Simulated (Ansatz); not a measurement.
Os under load (space group P6_3/mmc), PBEsol, DFPT electron-phonon coupling, linearised Boltzmann equation (Ansatz, a first-principles code). Condition of this run: hydrostatic pressure -4 GPa (the target of the relaxation). Phonon-limited resistivity 8.54 μΩ·cm at 300 K along y (a = (2.74, 0.00, 0.00) Å; b = (-1.37, 2.37, 0.00) Å; c = (0.00, 0.00, 4.32) Å), 11.6 μΩ·cm at 400 K, current-weighted mean free path 8.3 nm, Drude plasma energy 7.95 eV.

Task: What is the classical skin depth at 10 GHz (nonmagnetic, μ₀ = 1.257×10⁻⁶ H/m)?

Result: δ = √(ρ/(π f μ₀)) = 1470 nm.

Task: Estimate the electronic thermal conductivity at 300 K by the Wiedemann-Franz law (L₀ = 2.44×10⁻⁸ W·Ω/K²).

Result: L₀T/ρ = 2.44×10⁻⁸ × 300/(8.54×10⁻⁸) = 85.7 W/(m·K). Inelastic scattering puts the true Lorenz number somewhat under L₀ near and below the Debye temperature.

Task: Estimate the resistivity of a 80 nm square wire with diffuse walls from ρ ≈ ρ₀(1 + 3ℓ/4d).

Result: 1 + 0.75 × 8.3/80 = 1.08, so ρ ≈ 9.20 μΩ·cm and a line 1 μm long has 14.4 Ω. The formula is the free-electron limit for d well above ℓ; grain boundaries add to it.

A metal at this level (no band gap). Only scattering by harmonic phonons is included (no impurities, grain boundaries, electron-electron scattering or thermal expansion). Spin-orbit coupling is left out, which matters with elements this heavy. Halving the electron mesh (36x36x20) moves the resistivity by up to 1 % at 300 K, the mean free path by up to 1 %. Smearing 0.20 eV; phonons on a 6x6x3 q mesh, which this run doesn't test.
